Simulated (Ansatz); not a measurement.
Start from Pd in the fcc (Cu type) structure (space group Fm-3m, No. 225; a = 3.8414 Å; relaxed with 0.1 eV smearing). Axes: x, y, z lie along the cube axes.

Method: LDA, PAW, 420 eV (Ansatz, an electronic-structure program; without spin-orbit coupling).

Base values:

| Item | Result |
|---|---|
| Pressure | 0.0 GPa |

One thing is altered: biaxial strain +1.50 %, plane normal [001], relaxed out of plane (Cartesian); in-plane vectors clamped, the third vector and the atoms free.

Task: Estimate the effect on the pressure and ratio −ε⊥/ε∥.

Result: The pressure (mean of the normal stresses, compression positive) goes from zero to -1.5 GPa; the ratio −ε⊥/ε∥ is 1.49.

No phonon test of stability was made. All final runs are without spin polarisation.
